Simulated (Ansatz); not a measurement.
Given:

End structure of a constructed model of the (111)B surface of zinc-blende ZnSe (in the relaxation 2 Se–Zn bonds formed; like top atoms buckled by 0.9 Å), Se-terminated, Zn trimer, 2x2 (bottom of the slab: 2 H on 4 bottom sites):

```
CELL_PARAMETERS angstrom
      8.10981     0.00000     0.00000
     -4.05491     7.02331     0.00000
      0.00000     0.00000    31.00000
ATOMIC_POSITIONS crystal
  Zn 0.34626 0.15374 0.30238
  Zn 0.83075 0.16913 0.33352
  Zn 0.33087 0.66925 0.33352
  Zn 0.84632 0.65368 0.30228
  Se 0.17382 0.32618 0.34020
  Se 0.66237 0.33782 0.34109
  Se 0.16218 0.83763 0.34109
  Se 0.67386 0.82614 0.34015
  Zn 0.16667 0.33333 0.42103
  Zn 0.66667 0.33333 0.42103
  Zn 0.16667 0.83333 0.42103
  Zn 0.66667 0.83333 0.42103
  Se 0.00000 0.00000 0.44773
  Se 0.50000 0.00000 0.44773
  Se 0.00000 0.50000 0.44773
  Se 0.50000 0.50000 0.44773
  Zn 0.99965 0.99983 0.52780
  Zn 0.49971 0.00029 0.52758
  Zn 0.00154 0.49846 0.52821
  Zn 0.50017 0.50035 0.52780
  Se 0.33333 0.16667 0.55305
  Se 0.83053 0.16333 0.55563
  Se 0.33667 0.66947 0.55563
  Se 0.83391 0.66609 0.55344
  Zn 0.33586 0.16414 0.63254
  Zn 0.83567 0.18436 0.63570
  Zn 0.31564 0.66433 0.63570
  Zn 0.84166 0.65834 0.63278
  Se 0.16687 0.33313 0.66064
  Se 0.66106 0.33478 0.66472
  Se 0.16522 0.83894 0.66472
  Se 0.67921 0.82079 0.67067
  H  0.33558 0.16442 0.25288
  H  0.83576 0.66424 0.25277
  Zn 0.24746 0.25254 0.74655
  Zn 0.98063 0.96911 0.71839
  Zn 0.53089 0.51937 0.71839
```

Slab: 37 atoms, 14.7 Å thick at the start with caps and adatoms; k 3x3x1, smearing 0.025 eV, dipole-corrected; 8 atoms held, the rest relaxed; symmetry of the start imposed; no spin, no spin-orbit, no U. It is one candidate, not shown to be the stable structure of the face.

Q: What highest filled level below the top vacuum level does PBE run with Ansatz (a quantum-chemistry and plane-wave program) give?

A: 4.83 eV

Q: Estimate the gap of the slab on its k-mesh that PBE returns for this input.

A: 0.94 eV
